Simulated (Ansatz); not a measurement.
Output of an Ansatz run (abridged):

```
WARN ansatz: RAYON_NUM_THREADS=1 ignored (pool sized by the plan → 1); use --threads N
Pseudopotentials: kind: paw
Pseudopotential: Ti, paw, valence charge 12
Pseudopotential: Zn, paw, valence charge 12
Crystal: 4 atoms, lattice volume = 57.924 Å³
Basis set: ecut = 420 eV, 1141 PW (Γ)
Bands: 29, of which v1, the nominal top of the filled ones, is band 24 counted from 1 (23 counted from 0)
Symmetry: 8 space group operations
Space group: P4mm (ITA 99), of the structure as read, at distance tolerance 3.9e-5 Å
k-points: 40 of 343 (time reversal used)
PAW frozen core: Ti, regenerated for the run's functional, and the local potential with it
PAW frozen core: Zn, regenerated for the run's functional, and the local potential with it
Initial density: superposition of atomic densities (neutral atoms: chi_scale 0, normalization atom), corrected by the library's trained network
Initial wavefunctions: pseudopotential atomic-orbital guess
Eigensolver: davidson
Functional: x = slater, c = lda
SCF iter   1: F=—  HF=-12190.002952 eV  |F-HF|=—  |Δ(HF+E_count)|=         —  Δρ=1.19e-2  dr2=1.17e-1  ethr=1.77e-3  ⟨swp⟩=5.5  Hψ=5084  notcnv=0
all-band conjugate gradients solve this SCF's bands
preconditioner: auto → Kerker (q_TF=auto, 2.644 Å⁻¹)
SCF iter   2: F=—  HF=-12189.988518 eV  |F-HF|=—  |Δ(HF+E_count)|=   1.44e-2  Δρ=5.54e-3  dr2=3.32e-2  ethr=2.43e-4  ⟨swp⟩=2.0  Hψ=1635  notcnv=0
SCF iter   3: F=—  HF=-12189.984444 eV  |F-HF|=—  |Δ(HF+E_count)|=   4.07e-3  Δρ=2.41e-3  dr2=1.72e-3  ethr=6.91e-5  ⟨swp⟩=2.9  Hψ=2077  notcnv=0
SCF iter   4: F=—  HF=-12189.983243 eV  |F-HF|=—  |Δ(HF+E_count)|=   1.20e-3  Δρ=6.22e-4  dr2=3.33e-4  ethr=3.57e-6  ⟨swp⟩=2.0  Hψ=1863  notcnv=0
SCF iter   5: F=—  HF=-12189.983154 eV  |F-HF|=—  |Δ(HF+E_count)|=   8.83e-5  Δρ=1.73e-4  dr2=3.02e-5  ethr=6.93e-7  ⟨swp⟩=2.0  Hψ=2048  notcnv=0
SCF iter   6: F=—  HF=-12189.983141 eV  |F-HF|=—  |Δ(HF+E_count)|=   1.31e-5  Δρ=5.55e-5  dr2=1.66e-6  ethr=6.29e-8  ⟨swp⟩=2.0  Hψ=1929  notcnv=0
SCF iter   7: F=-12189.983141 eV  HF=-12189.983141 eV  |F-HF|=1.20e-8  |Δ(HF+E_count)|=   5.20e-7  Δρ=1.09e-5  dr2=5.88e-8  ethr=2.08e-10  ⟨swp⟩=3.5  Hψ=5282  notcnv=0
SCF 1 converged in 7 iterations: F = -12189.983141 eV  dr2 = 5.88e-8
SCF converged after 7 iterations
Free energy (F): -12189.983141 eV
Harris-Foulkes:  -12189.983141 eV  (|F-HF|=1.20e-8)
Internal energy: -12189.884584 eV  (E = F + TS)
E sigma→0 (E₀):  -12189.933862 eV
Entropy (-TS):   -0.098557 eV (-24.639 meV/atom)
Fermi energy:    12.072076 eV
--- Per-component energies (eV) ---
  E_band       = 30.482147
  E_kinetic    = 669.617355
  E_local      = -5217.238486  (includes V_loc(G=0)·N_el)
  E_nonlocal   = 1847.771859
  E_hartree    = 2179.980364
  E_xc         = -507.783234
  E_vxc        = -287.730113  (∫ρ·V_xc dr)
  E_paw        = -6253.614809  (= ΣΔE_a)
  E_vpaw       = -1341.898086  (= ΣTr[D̂ρ^β])
  E_aug_tail   = -0.000917  (compensation charges beyond the density's cutoff)
  E_ewald      = -4913.614090
  E_core_change = 4.997374  (= ΣΔE_core)
  E_smearing   = -0.098557  (= −TS)
  E_closure    = -0.000000  (closes the sum)
  Σ components = -12189.983141   (vs F -12189.983141, Δ=0.00e0)
--- Forces (eV/Å), atoms counted from 1 ---
  atom   1  Ti     0.00000000     0.00000000    -0.40813746
  atom   2  Zn    -0.00000000     0.00000000     0.18203885
  atom   3  Zn    -0.00000000     0.00000000     0.18203885
  atom   4  Zn    -0.00000000     0.00000000     0.04407144
  max |Σ_I F_I| component: 1.17e-5 eV/Å
--- Stress (GPa, compression-positive) ---
       -5.406088       0.000000      -0.000000
        0.000000      -5.406088       0.000000
       -0.000000       0.000000      -5.471871
  P = ⅓ Tr σ = -5.4280 GPa (-54.280 kbar)
  The stress holds the Pulay correction. Without it, at fixed plane waves, as pw.x and ABINIT print it: P = -5.4945 GPa
--- Band table (eV; the first three rows and the last of 40) ---
  k-point 0: bands = ["-44.0229", "-20.6024", "-20.6019", "-20.6019", "2.5665", "4.2443", "4.4008", "4.4017", "4.4017", "4.4523", "4.4541", "5.1314", "5.1314", "5.1338", "5.4221", "5.4236", "5.6411", "5.7144", "5.7155", "5.7155", "11.3085", [...]
  k-point 1: bands = ["-44.0227", "-20.6072", "-20.6017", "-20.6017", "2.7811", "4.2961", "4.4249", "4.4460", "4.4460", "4.4828", "4.5187", "5.1117", "5.1388", "5.1388", "5.3896", "5.4239", "5.6091", "5.6308", "5.6308", "5.7145", "10.0599", [...]
  k-point 2: bands = ["-44.0222", "-20.6180", "-20.6014", "-20.6014", "3.3858", "4.4323", "4.4858", "4.5667", "4.5746", "4.5746", "4.6854", "5.0551", "5.1449", "5.1449", "5.3095", "5.4213", "5.4263", "5.4263", "5.5235", "5.7146", "8.1580", [...]
  k-point 39: bands = ["-44.0198", "-20.6201", "-20.6196", "-20.6194", "4.3025", "4.3549", "4.3556", "4.4237", "4.8959", "4.8967", "4.9368", "5.1076", "5.1659", "5.1673", "5.2465", "5.2493", "5.5821", "5.5825", "5.6463", "8.1585", "9.5283", [...]
```

The structure:

```xyz
4
Lattice="3.8692 0.0000 0.0000 0.0000 3.8692 0.0000 0.0000 0.0000 3.8692" Properties=species:S:1:pos:R:3 pbc="T T T"
Ti     0.0000     0.0000     0.0500
Zn     0.0000     1.9346     1.9346
Zn     1.9346     0.0000     1.9346
Zn     1.9346     1.9346     0.0000
```

**Question.** What input produced this log?

**Answer.** Other spellings and defaults could give the same log, and not every line can be read from it. The input that was run (DFT, LDA (PW92), plane waves, default PAW files made with PBE):

Ansatz 0.2 input:
```yaml
# TiZn3
crystal:
  lattice:
    - [3.86918800, 0.00000000, 0.00000000]
    - [0.00000000, 3.86918800, 0.00000000]
    - [0.00000000, 0.00000000, 3.86918800]
  atoms:
    - { symbol: Ti, position_ang: [0.00000000, 0.00000000, 0.05000152] }
    - { symbol: Zn, position_ang: [0.00000000, 1.93459400, 1.93459400] }
    - { symbol: Zn, position_ang: [1.93459400, 0.00000000, 1.93459400] }
    - { symbol: Zn, position_ang: [1.93459400, 1.93459400, 0.00000000] }
basis:
  ecutwfc: 420.0 eV
kpoints:
  mp_grid: { grid: [7, 7, 7] }
hamiltonian:
  xc: lda
  pseudopotentials: { kind: paw }
scf:
  occupations: { method: fermi_dirac, width: 0.1 eV }
output:
  forces: true
  eigenvalues: true
  stress: true
```

The starting cell comes from a database of computed structures (which also holds hypothetical and non-ambient phases and stackings), without a prior relaxation at this level. Its lattice was rescaled by up to half a per cent. One atom was moved a little off its site on purpose. Spin polarisation is off. With a pressure of about -5 GPa the cell is away from its equilibrium volume at this level. Ansatz's pressure includes its estimate of the finite-basis (Pulay) stress.

Ansatz is a quantum-chemistry and plane-wave program.
